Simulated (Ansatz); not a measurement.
# Zr: Zr → Sr

Take Zr in the hcp (Mg type) structure (space group P6_3/mmc, No. 194; a = 3.184 Å, c = 5.117 Å) as the base.

Perturbation: every Zr is replaced by Sr, then cell and atoms are relaxed.

Computed with PBEsol, PAW, 420 eV (Ansatz, a quantum-chemistry and plane-wave program; no SOC). Settings: 13×13×7 k-points, 0.05 eV Fermi–Dirac smearing, for the changed cell.

```
quantity                                     base             changed        shift
-----------------------------  ------------------  ------------------  -----------
volume per atom                          22.46 Å³            52.34 Å³    +29.88 Å³
density                                6.74 g/cm³          2.78 g/cm³  -3.96 g/cm³
c/a ratio                                   1.607               1.643      +0.0366
space group                    P6_3/mmc (No. 194)  P6_3/mmc (No. 194)            –
shortest interatomic distance            315.0 pm            419.0 pm   +103.94 pm
band gap                                     zero                zero            –
```

Cost of the whole job for the changed cell (relaxation, final SCF and bands): roughly 90 core-seconds.

No phonon test of stability was made. All final runs are without spin polarisation. This is not the structure that Sr has at room temperature and ambient pressure.
